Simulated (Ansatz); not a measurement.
**Convergence study of the k-point mesh at a smearing width of 0.02 eV for YSi2Rh3 (P6mm, 6 atoms in the cell)**

```xyz
6
Lattice="5.4555 0.0000 0.0000 -2.7278 4.7246 0.0000 0.0000 0.0000 3.5929" Properties=species:S:1:pos:R:3 pbc="T T T"
Y      0.0000     0.0000     0.0500
Si     2.7278     1.5749     0.0000
Si     0.0000     3.1497     0.0000
Rh    -1.3639     2.3623     1.7965
Rh     2.7278     0.0000     1.7965
Rh     1.3639     2.3623     1.7965
```

Method of the run: PBEsol, default PAW files made with PBE (plane waves; Ansatz, a quantum-chemistry and plane-wave program).

Base settings: basis.ecutwfc = 420 eV; kpoints.mp_grid.grid = 7 7 9; hamiltonian.xc = pbesol; hamiltonian.pseudopotentials = {kind: paw} (the program's default PAW files); scf.occupations.method = fermi_dirac; scf.occupations.width = 0.1 eV.

In this ladder: scf.occupations.width = 0.02 eV.

Only quantities that move along the ladder and can be compared are tabulated.

The count of work is k-points × plane waves × bands × iterations; it is no time. 

The starting cell comes from a database of computed structures (which also holds hypothetical and non-ambient phases and stackings), without a prior relaxation at this level. Its lattice was rescaled by up to half a per cent. One atom was moved a little off its site on purpose. Spin polarisation is off. Ansatz's pressure includes its estimate of the finite-basis (Pulay) stress.

```csv
kpoints.mp_grid.grid,free energy less the last step's (meV/atom),pressure (GPa),largest difference of a force vector from the last step's (eV/Å),count of work / last
3 3 3,89.93,3.71,0.097,0.018
3 3 4,-33.10,2.47,0.002,0.023
4 4 5,-8.45,2.84,0.004,0.030
5 5 6,11.75,2.99,0.007,0.051
5 5 7,-4.90,2.88,0.006,0.051
6 6 8,-1.22,2.97,0.002,0.088
8 8 10,-0.77,2.86,0.002,0.18
9 9 12,1.46,2.86,0.003,0.21
11 11 15,0.75,2.87,0.002,0.32
14 14 18,0.55,2.86,0.001,0.61
17 17 22,0.00,2.88,0.000,1.0
```

Coarsest kpoints.mp_grid.grid that holds the free energy within 2 meV/atom of the last step, with all finer ones: 6 6 8, at 0.088 of the last step's count of work; the step before is off by 4.9 meV/atom.

Coarsest kpoints.mp_grid.grid that holds the pressure within 0.05 GPa of the last step, with all finer ones: 8 8 10, at 0.18 of the last step's count of work; the step before is off by 0.09 GPa.

Coarsest kpoints.mp_grid.grid that holds the forces within 0.01 eV/Å of the last step, with all finer ones: 3 3 4, at 0.023 of the last step's count of work; the step before is off by 0.097 eV/Å.

Keys are those of Ansatz 0.2.
